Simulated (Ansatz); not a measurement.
# ZnCu: isotropic strain −1.00 %

The reference is ZnCu in the CsCl type structure (space group Pm-3m, No. 221; a = 2.964 Å; relaxed with 0.1 eV smearing).

One thing is altered: the cell is scaled by 0.9900 in all directions, atoms relaxed at fixed cell.

All numbers come from PBE (Ansatz, a quantum-chemistry and plane-wave program; PAW; 420 eV plane waves; no SOC). Γ-centred 19×19×19 mesh, Fermi–Dirac width 0.1 eV.

The volume per atom decreases by 0.387 Å³ (13.02 Å³ → 12.64 Å³) and the space group stays Pm-3m (No. 221). The energy goes up by 4.4 meV/atom and the pressure goes from zero to 3.7 GPa. The band gap stays zero.

No phonon test of stability was made. The final runs are not spin-polarised.
